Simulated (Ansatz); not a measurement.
Results of PBEsol (Ansatz, a first-principles code, plane waves, PAW) for ZnSnO₃ (Pnma, No. 62, 20 atoms in the cell; start mp-1337169).

From the output:

```
Crystal: 20 atoms, lattice volume = 220.573 Å³
Basis set: ecut = 520 eV, 5941 PW (Γ), exchange–correlation on 80×120×80 points (8 copies of the dense FFT grid, shifted against one another)
Bands: 108, of which v1, the nominal top of the filled ones, is band 88 counted from 1 (87 counted from 0)
Symmetry: 8 space group operations
Space group: Pnma (ITA 62), of the structure as read, at distance tolerance 6.0e-5 Å
k-points: 64 of 216
Functional: x = pbesol(κ = 0.804, μ = 0.12345679012345678), c = pbesol(β = 0.046)
SCF iter   1: F=—  HF=-43653.556270 eV  |F-HF|=—  |Δ(HF+E_count)|=         —  Δρ=1.78e-2  dr2=5.53e-1
SCF iter   2: F=—  HF=-43653.421194 eV  |F-HF|=—  |Δ(HF+E_count)|=   1.35e-1  Δρ=6.18e-3  dr2=8.25e-2
  ...
SCF iter   8: F=—  HF=-43653.399226 eV  |F-HF|=—  |Δ(HF+E_count)|=  6.55e-10  Δρ=1.86e-6  dr2=7.40e-9
SCF iter   9: F=-43653.399226 eV  HF=-43653.399226 eV  |F-HF|=1.46e-11  |Δ(HF+E_count)|=  2.62e-10  Δρ=5.01e-7  dr2=3.76e-10
SCF 1 converged in 9 iterations: F = -43653.399226 eV  dr2 = 3.76e-10
SCF converged after 9 iterations
Free energy (F): -43653.399226 eV
Internal energy: -43653.399226 eV  (E = F + TS)
E sigma→0 (E₀):  -43653.399226 eV
Fermi energy:    10.019628 eV
--- Stress (GPa, compression-positive) ---
        0.008202       0.000000       0.000000
        0.000000       0.007576       0.000000
        0.000000       0.000000      -0.001618
  P = ⅓ Tr σ = 0.0047 GPa (0.047 kbar)
```

Problem. Write an input file that could have produced this run (the log leaves some choices open).

Solution. One answer among several that fit: 
Ansatz 0.2 input:
```yaml
crystal:
  lattice:
    - [5.3158469649, 0.0, 0.0]
    - [0.0, 7.8236731431, 0.0]
    - [0.0, 0.0, 5.3035840074]
  atoms:
    - { symbol: Zn, position: [0.0292517379, 0.75, 0.0086006604] }
    - { symbol: Zn, position: [0.9707482621, 0.25, 0.9913993396] }
    - { symbol: Zn, position: [0.4707482621, 0.25, 0.5086006604] }
    - { symbol: Zn, position: [0.5292517379, 0.75, 0.4913993396] }
    - { symbol: Sn, position: [0.0, 0.5, 0.5] }
    - { symbol: Sn, position: [0.5, 0.5, 0.0] }
    - { symbol: Sn, position: [0.5, 0.0, 0.0] }
    - { symbol: Sn, position: [0.0, 0.0, 0.5] }
    - { symbol: O, position: [0.5961687635, 0.25, 0.8729427952] }
    - { symbol: O, position: [0.4038312365, 0.75, 0.1270572048] }
    - { symbol: O, position: [0.9038312365, 0.75, 0.3729427952] }
    - { symbol: O, position: [0.0961687635, 0.25, 0.6270572048] }
    - { symbol: O, position: [0.3287853877, 0.9291425205, 0.66710481] }
    - { symbol: O, position: [0.6712146123, 0.0708574795, 0.33289519] }
    - { symbol: O, position: [0.1712146123, 0.0708574795, 0.16710481] }
    - { symbol: O, position: [0.8287853877, 0.9291425205, 0.83289519] }
    - { symbol: O, position: [0.8287853877, 0.5708574795, 0.83289519] }
    - { symbol: O, position: [0.1712146123, 0.4291425205, 0.16710481] }
    - { symbol: O, position: [0.6712146123, 0.4291425205, 0.33289519] }
    - { symbol: O, position: [0.3287853877, 0.5708574795, 0.66710481] }
basis:
  ecutwfc: 520
  ecutrho_ratio: 4
  xc_grid: 2
kpoints:
  mp_grid: { grid: [6, 6, 6] }
  band_path:
    path:
      - [0.0, 0.0, 0.0]
      - [0.1, 0.0, 0.0]
      - [0.2, 0.0, 0.0]
      - [0.3, 0.0, 0.0]
      - [0.4, 0.0, 0.0]
      - [0.5, 0.0, 0.0]
      - [0.5, 0.166667, 0.0]
      - [0.5, 0.333333, 0.0]
      - [0.5, 0.5, 0.0]
      - [0.4, 0.5, 0.0]
      - [0.3, 0.5, 0.0]
      - [0.2, 0.5, 0.0]
      - [0.1, 0.5, 0.0]
      - [0.0, 0.5, 0.0]
      - [0.0, 0.333333, 0.0]
      - [0.0, 0.166667, 0.0]
      - [0.0, 0.0, 0.1]
      - [0.0, 0.0, 0.2]
      - [0.0, 0.0, 0.3]
      - [0.0, 0.0, 0.4]
      - [0.0, 0.0, 0.5]
      - [0.1, 0.0, 0.5]
      - [0.2, 0.0, 0.5]
      - [0.3, 0.0, 0.5]
      - [0.4, 0.0, 0.5]
      - [0.5, 0.0, 0.5]
      - [0.5, 0.166667, 0.5]
      - [0.5, 0.333333, 0.5]
      - [0.5, 0.5, 0.5]
      - [0.4, 0.5, 0.5]
      - [0.3, 0.5, 0.5]
      - [0.2, 0.5, 0.5]
      - [0.1, 0.5, 0.5]
      - [0.0, 0.5, 0.5]
      - [0.0, 0.333333, 0.5]
      - [0.0, 0.166667, 0.5]
      - [0.5, 0.0, 0.1]
      - [0.5, 0.0, 0.2]
      - [0.5, 0.0, 0.3]
      - [0.5, 0.0, 0.4]
      - [0.0, 0.5, 0.1]
      - [0.0, 0.5, 0.2]
      - [0.0, 0.5, 0.3]
      - [0.0, 0.5, 0.4]
      - [0.5, 0.5, 0.1]
      - [0.5, 0.5, 0.2]
      - [0.5, 0.5, 0.3]
      - [0.5, 0.5, 0.4]
    npoints: 1
hamiltonian:
  xc: pbesol
  dispersion: none
  pseudopotentials: { kind: paw }
scf:
  occupations: { method: fermi_dirac, width: 0.01 }
  convergence: { dr2_threshold: 0.000000002 }
output:
  forces: true
  stress: true
  eigenvalues: true
  write_bands: true
```

The PAW data were made under PBE.

Cost on a shared machine: roughly 100 core-seconds.

A start named mp-… is a Materials Project structure, which need not be a measured phase.
